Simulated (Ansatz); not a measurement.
# Cu, response to strain

Base system: Cu in the fcc (Cu type) structure (space group Fm-3m, No. 225; a = 3.5768 Å; relaxed with 0.1 eV smearing).

Strains are applied to the cell and any free atomic positions relax.

Method: r2SCAN, PAW, 500 eV (Ansatz, a first-principles code; spin-orbit coupling left out).

```
isotropic strain (%)  pressure (GPa)
--------------------  --------------
-3                              18.7
-2.5                            15.0
-2                              11.5
-1.5                               ?
-1                               5.3
-0.5                             2.5
0                                0.0
```

Q: Fit P = P₀ − Bδ + Cδ² with δ = (1 + ε)³ − 1 to the rows shown and predict the withheld row.

A: Least squares on the printed values gives P₀ = 0.0 GPa, B = 159 GPa, C = 636 GPa (largest residual 0.0 GPa); this predicts 8.3 GPa, and the run gives 8.3 GPa, in agreement.

No phonon test of stability was made. All final runs are without spin polarisation.
